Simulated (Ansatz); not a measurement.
The parent structure is KBr in the rock salt structure (space group Fm-3m, No. 225; a = 6.7055 Å).

Structures relaxed with DFT with PBE, PAW potentials and a 420 eV plane-wave cutoff in Ansatz (a program for electronic structure), no spin-orbit coupling.

Base:

Simulated powder pattern, Cu Kα, λ = 1.54184 Å (kinematic, ideal powder, no thermal factors, no anomalous dispersion; the 14 strongest lines at most, above 2 %, up to 2θ = 90°):

| 2θ (°) | I/Imax (%) | hkl |
|---|---|---|
| 22.97 | 20 | (111) |
| 26.59 | 100 | (200) |
| 37.95 | 74 | (220) |
| 44.83 | 11 | (311) |
| 46.94 | 26 | (222) |
| 54.76 | 12 | (400) |
| 60.15 | 5.1 | (331) |
| 61.88 | 33 | (420) |
| 68.56 | 24 | (422) |
| 73.37 | 4.0 | (333) |
| 81.14 | 7.4 | (440) |
| 85.71 | 4.2 | (531) |
| 87.23 | 16 | (442) |

One thing is altered: every lattice vector is shortened by 0.50 %; the atoms relax in the strained cell.

How do the reflections move or split?


Simulated powder pattern, Cu Kα, λ = 1.54184 Å (kinematic, ideal powder, no thermal factors, no anomalous dispersion; the 14 strongest lines at most, above 2 %, up to 2θ = 90°):

```tsv
2θ (°)	d (Å)	I/Imax (%)	hkl
23.09	3.852	20	(111)
26.72	3.336	100	(200)
38.15	2.359	74	(220)
45.07	2.012	11	(311)
47.19	1.926	26	(222)
55.06	1.668	12	(400)
60.48	1.531	5.1	(331)
62.23	1.492	32	(420)
68.95	1.362	24	(422)
73.80	1.284	4.0	(511)
81.63	1.179	7.4	(440)
86.25	1.128	4.2	(531)
87.78	1.112	16	(442)
```

The indices refer to the base's conventional cell; one index is shown for lines that coincide.

No phonon test of stability was made.
